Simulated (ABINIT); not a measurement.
Input and output of a self-consistent single point for ScTc₃ (Fm-3m, 4 atoms in the cell) (ABINIT).

Computed with LDA (PW92), norm-conserving pseudopotentials (PseudoDojo nc-sr-04 LDA standard) (plane waves; ABINIT).

```yaml
crystal:
  lattice:
    - [0.00000, 3.12398, 3.12398]
    - [3.12398, 0.00000, 3.12398]
    - [3.12398, 3.12398, 0.00000]
  atoms:
    - { symbol: Sc, position: [0.00000, 0.00000, 0.00000] }
    - { symbol: Tc, position: [0.25000, 0.25000, 0.25000] }
    - { symbol: Tc, position: [0.75000, 0.75000, 0.75000] }
    - { symbol: Tc, position: [0.50000, 0.50000, 0.50000] }
```

Reference input (self-consistent single point, DFT, PBEsol, plane waves, norm-conserving pseudopotentials (PseudoDojo nc-sr-04 PBEsol standard)): pseudos = [Sc.upf, Tc.upf]; ecut = 84 Ry; occopt = 7; tsmear = 0.00367493 Ha; ngkpt = 7 7 7; nshiftk = 1; shiftk = 0 0 0; potentials = PseudoDojo nc-sr-04 PBEsol standard; nband = 36; kptopt = 1; nstep = 50; tolvrs = 1e-12. This run's input differs from it in these lines:

```diff
@@ -1,2 +1,2 @@
-# ScTc3, PseudoDojo nc-sr-04 PBEsol standard
+# ScTc3, PseudoDojo nc-sr-04 LDA standard
 pp_dirpath "./"
@@ -18,3 +18,3 @@
       Angstrom
-ecut 84 Ry
+ecut 88 Ry
 occopt 7
```

Its files differ too (potentials: PseudoDojo nc-sr-04 PBEsol standard → PseudoDojo nc-sr-04 LDA standard).

Output (repeated stretches shortened):

```
--- !BeginCycle
solver: {iscf: 7, nstep: 50, nline: 4, wfoptalg: 0, }
tolerances: {tolvrs: 1.00E-12, }
...

     iter   Etot(hartree)      deltaE(h)  residm     vres2
 ETOT  1  -302.89207483723    -3.029E+02 1.989E-01 5.964E+02
 ETOT  2  -301.64270571728     1.249E+00 2.499E-02 1.129E+04
 ETOT  3  -303.14008014112    -1.497E+00 7.136E-03 7.046E+01
 ETOT  4  -303.15065536324    -1.058E-02 1.011E-02 1.502E+01
 ETOT  5  -303.15260076541    -1.945E-03 3.495E-03 5.358E-01
   [... 13 lines left out ...]
 ETOT 19  -303.15268221850    -4.945E-12 7.558E-05 3.224E-11
 ETOT 20  -303.15268221848     1.290E-11 2.597E-04 1.703E-11
 ETOT 21  -303.15268221849    -8.640E-12 8.071E-05 1.835E-12
 ETOT 22  -303.15268221849     6.764E-12 3.371E-04 9.676E-14
 At SCF step   22       vres2   =  9.68E-14 < tolvrs=  1.00E-12 =>converged.

 Cartesian components of stress tensor (hartree/bohr^3)
  sigma(1 1)=  3.47775689E-04  sigma(3 2)=  0.00000000E+00
  sigma(2 2)=  3.47775689E-04  sigma(3 1)=  0.00000000E+00
  sigma(3 3)=  3.47775689E-04  sigma(2 1)=  0.00000000E+00

 ----iterations are completed or convergence reached----

 reduced coordinates (array xred) for    4 atoms
       0.000000000000      0.000000000000      0.000000000000
       0.250000000000      0.250000000000      0.250000000000
       0.750000000000      0.750000000000      0.750000000000
       0.500000000000      0.500000000000      0.500000000000
 cartesian forces (eV/Angstrom) at end:
    1      0.00000000000000     0.00000000000000    -0.00000000000000
   [... lines left out ...]
 Fermi (or HOMO) energy (eV) =  15.69695   Average Vxc (eV)= -13.67034
   [... lines left out ...]
total_energy        : -3.03152682218487E+02
total_energy_eV     : -8.24920400403584E+03
band_energy         : -2.01529106908344E+01
...

-Cartesian components of stress tensor (GPa)         [Pressure= -1.0232E+01 GPa]
- sigma(1 1)=  1.02319123E+01  sigma(3 2)=  0.00000000E+00
- sigma(2 2)=  1.02319123E+01  sigma(3 1)=  0.00000000E+00
- sigma(3 3)=  1.02319123E+01  sigma(2 1)=  0.00000000E+00

 Calculation completed.
```

The run converged in 22 iterations. Against the reference run the pressure goes from -5.24 to -10.23 GPa.

The starting cell comes from a database of computed structures (which also holds hypothetical and non-ambient phases and stackings), without a prior relaxation at this level. Spin polarisation is off. With a pressure of about -10 GPa the cell is away from its equilibrium volume at this level.

Cost on one core of a shared machine: roughly 5 min.
